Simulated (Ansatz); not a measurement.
Results of RPBE (plane waves, PAW; Ansatz, a first-principles code) for cubic perovskite CsSnI3 (cubic high-temperature phase).

Run with plane-wave cutoff 520 eV, 6×6×6 k mesh, Fermi–Dirac smearing 0.01 eV, scalar-relativistic PAW data made under PBE.

Equation-of-state points:

| V (Å³/atom) | E − E_lowest (meV/atom) | P (GPa) |
|---|---|---|
| 50.001 | 8.58 | 0.912 |
| 51.064 | 3.67 | 0.573 |
| 52.128 | 0.88 | 0.271 |
| 53.192 | 0.00 | 0.000 |
| 54.256 | 0.82 | -0.242 |
| 55.320 | 3.16 | -0.459 |
| 56.384 | 6.87 | -0.654 |

### Question
Estimate the bulk modulus and its pressure derivative from these points.

### Answer
V0 = 53.192 Å³/atom, B0 = 12.8 GPa, B′ = 4.5 (fit to the energies at full precision).

Note: the cell is over a tenth larger than the published one: the level's own overestimate first of all, though another phase or state, or a fault of the published cell, is possible; the relaxation could not lower the start's symmetry, so the cell can be a saddle point above a distorted one.

Spin–orbit coupling is not included.

Static lattice: no zero-point or thermal effects.
